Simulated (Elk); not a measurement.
**Elk run on Tl3VSe4 (I-43m, 8 atoms in the cell): self-consistent single point**

Method of the run: LDA (PW92), all-electron FP-LAPW, Elk's shipped species files, default APW+lo basis (Elk).

This input was run:

```
tasks
  0

rmtscf
  0.84

swidth
  0.000367493

maxscl
  100

scale
  12.82849645

avec
   -0.5773502692    0.5773502692    0.5773502692
    0.5773502692   -0.5773502692    0.5773502692
    0.5773502692    0.5773502692   -0.5773502692

atoms
  3
  'V.in'
  1
  0.0000000000  0.0000000000  0.0000000000    0.0 0.0 0.0
  'Tl.in'
  3
  0.5000000000  0.5000000000  0.0000000000    0.0 0.0 0.0
  0.0000000000  0.5000000000  0.5000000000    0.0 0.0 0.0
  0.5000000000  0.0000000000  0.5000000000    0.0 0.0 0.0
  'Se.in'
  4
  0.6637800000  0.6637800000  0.6637800000    0.0 0.0 0.0
  0.3362200000  0.0000000000  0.0000000000    0.0 0.0 0.0
  0.0000000000  0.0000000000  0.3362200000    0.0 0.0 0.0
  0.0000000000  0.3362200000  0.0000000000    0.0 0.0 0.0

ngridk
  3 3 3
```

Output, abridged:

```
│ Elk code version 10.2.4 │

All units are atomic (Hartree, Bohr, etc.)

│ Ground-state run starting from atomic densities │

Lattice vectors :
  -7.406535879       7.406535879       7.406535879
   7.406535879      -7.406535879       7.406535879
   7.406535879       7.406535879      -7.406535879

Unit cell volume      :    1625.194651
Brillouin zone volume :   0.1526280026

Muffin-tin inner radius fraction :   0.1000000000E-01

Nuclei treated as point charges

Species :    1 (V)
 parameters loaded from : V.in
 name : vanadium
 nuclear charge    :   -23.00000000
 electronic charge :    23.00000000
 atomic mass :    92860.67375
 muffin-tin radius :    2.016000000
 number of radial points in muffin-tin :    497
 atomic positions (lattice), magnetic fields (Cartesian) :
   1 :   0.00000000  0.00000000  0.00000000    0.00000000  0.00000000  0.00000000

Species :    2 (Tl)
 parameters loaded from : Tl.in
 name : thallium
 nuclear charge    :   -81.00000000
 electronic charge :    81.00000000
 atomic mass :    372567.9640
 muffin-tin radius :    2.352000000
 number of radial points in muffin-tin :    697
 atomic positions (lattice), magnetic fields (Cartesian) :
   1 :   0.50000000  0.50000000  0.00000000    0.00000000  0.00000000  0.00000000
   2 :   0.00000000  0.50000000  0.50000000    0.00000000  0.00000000  0.00000000
   3 :   0.50000000  0.00000000  0.50000000    0.00000000  0.00000000  0.00000000

Species :    3 (Se)
 parameters loaded from : Se.in
 name : selenium
 nuclear charge    :   -34.00000000
 electronic charge :    34.00000000
 atomic mass :    143935.2748
 muffin-tin radius :    2.016000000
 number of radial points in muffin-tin :    497
 atomic positions (lattice), magnetic fields (Cartesian) :
   1 :   0.66378000  0.66378000  0.66378000    0.00000000  0.00000000  0.00000000
   2 :   0.33622000  0.00000000  0.00000000    0.00000000  0.00000000  0.00000000
   [... lines left out ...]
Maximum |G| for potential and density :    12.00000000
 potential will be trimmed for |G| > 2 gkmax
Constant for pseudocharge density :    7
Radial integration step length :    4

G-vector grid sizes :     50    50    50
Number of G-vectors :    47453

Maximum angular momentum used for
 APW functions                      :    8
 outer part of muffin-tin           :    6
 inner part of muffin-tin           :    1

Total nuclear charge    :   -402.0000000
Total core charge       :    268.0000000
Total valence charge    :    134.0000000
Total excess charge     :    0.000000000
Total electronic charge :    402.0000000

Effective Wigner radius, rₛ :   0.9882426067

Number of empty states         :   32
Total number of valence states :   99
Total number of core states    :  268

Total number of local-orbitals :  124

Exchange-correlation functional :      3     0     0
 Perdew-Wang/Ceperley-Alder, Phys. Rev. B 45, 13244 (1992)
 gradient requirement :    0
 local density approximation (LDA)

Smearing type :    3
 Fermi-Dirac
Smearing width :   0.3674930000E-03
Effective electronic temperature (K) :    116.0451112

Mixing type :    3
 Broyden mixing, J. Phys. A: Math. Gen. 17, L317 (1984)

Kohn-Sham potential initialised from atomic data
│ Self-consistent loop started │
│ Loop number : 1 │
 total energy                :     -71491.7737783
│ Loop number : 2 │
 total energy                :     -71492.0194006
RMS change in Kohn-Sham potential (target) :   0.2135592509     (  0.1000000000E-05)
Absolute change in total energy (target)   :   0.2456223248     (  0.1000000000E-03)
│ Loop number : 3 │
 total energy                :     -71493.0871492
RMS change in Kohn-Sham potential (target) :   0.2196597610     (  0.1000000000E-05)
Absolute change in total energy (target)   :    1.129154179     (  0.1000000000E-03)
│ Loop number : 4 │
 total energy                :     -71493.9636797
RMS change in Kohn-Sham potential (target) :   0.1734859908     (  0.1000000000E-05)
Absolute change in total energy (target)   :    1.158819023     (  0.1000000000E-03)
│ Loop number : 5 │
 total energy                :     -71493.3732340
RMS change in Kohn-Sham potential (target) :   0.1121509573     (  0.1000000000E-05)
Absolute change in total energy (target)   :   0.3007409328     (  0.1000000000E-03)
   [... lines left out ...]
Absolute change in total energy (target)   :   0.3272182820E-01 (  0.1000000000E-03)
│ Loop number : 13 │
 total energy                :     -71488.4906161
RMS change in Kohn-Sham potential (target) :   0.3070198438E-04 (  0.1000000000E-05)
Absolute change in total energy (target)   :   0.1090356392E-01 (  0.1000000000E-03)
│ Loop number : 14 │
 total energy                :     -71488.4907019
RMS change in Kohn-Sham potential (target) :   0.7313979688E-05 (  0.1000000000E-05)
Absolute change in total energy (target)   :   0.2640073479E-02 (  0.1000000000E-03)
│ Loop number : 15 │
 total energy                :     -71488.4906928
RMS change in Kohn-Sham potential (target) :   0.1633716178E-05 (  0.1000000000E-05)
Absolute change in total energy (target)   :   0.6691739254E-03 (  0.1000000000E-03)
│ Loop number : 16 │
 total energy                :     -71488.4908644
RMS change in Kohn-Sham potential (target) :   0.6499928737E-06 (  0.1000000000E-05)
Absolute change in total energy (target)   :   0.4396613804E-05 (  0.1000000000E-03)
Convergence targets achieved

│ Loop number : 17 │

Energies :
 Fermi                       :     0.112439371854
 sum of eigenvalues          :     -43750.0400702
 electron kinetic            :      81378.8175102
 core electron kinetic       :      79764.0243437
 Coulomb                     :     -151372.074413
 Coulomb potential           :     -123144.843380
 nuclear-nuclear             :     -4928.51331950
 electron-nuclear            :     -169742.278807
 Hartree                     :      23298.7177136
 Madelung                    :     -89799.6527230
 xc potential                :     -1984.01420061
 exchange                    :     -1455.51249038
 correlation                 :     -39.7216046376
 electron entropic           :    -0.852223747899E-12
 total energy                :     -71488.4909977

Density of states at Fermi energy :   0.2699668670E-06
 (states/Hartree/unit cell)

Estimated indirect band gap :   0.6809673656E-01
 from k-point      5 to k-point      2
Estimated direct band gap   :   0.7214407755E-01
 at k-point      4

Charges :
 core                        :    268.0000000
 valence                     :    134.0000000
 interstitial                :    20.68886852
 muffin-tins (core leakage)
  species :    1 (V)
   atom    1                 :    20.72668103     (  0.1101020963E-07)
  species :    2 (Tl)
   atom    1                 :    78.48312767     (  0.5265474064E-03)
   atom    2                 :    78.48312767     (  0.5265474064E-03)
   atom    3                 :    78.48312767     (  0.5265474064E-03)
  species :    3 (Se)
   atom    1                 :    31.28376686     (  0.7333291225E-03)
   atom    2                 :    31.28376686     (  0.7333291225E-03)
   atom    3                 :    31.28376686     (  0.7333291225E-03)
   atom    4                 :    31.28376686     (  0.7333291225E-03)
 total in muffin-tins        :    381.3111315
 total calculated charge     :    401.9741220
 total charge                :    402.0000000
 error                       :   0.2587804116E-01

│ Self-consistent loop stopped │
```

The run converged in 17 iterations. The count includes the last loop, which Elk runs after its targets are met.

The starting cell comes from a database of computed structures (which also holds hypothetical and non-ambient phases and stackings), without a prior relaxation at this level. Spin-orbit coupling is off. Values depend on the basis (sphere radii, cutoffs, local orbitals), which need not be converged.
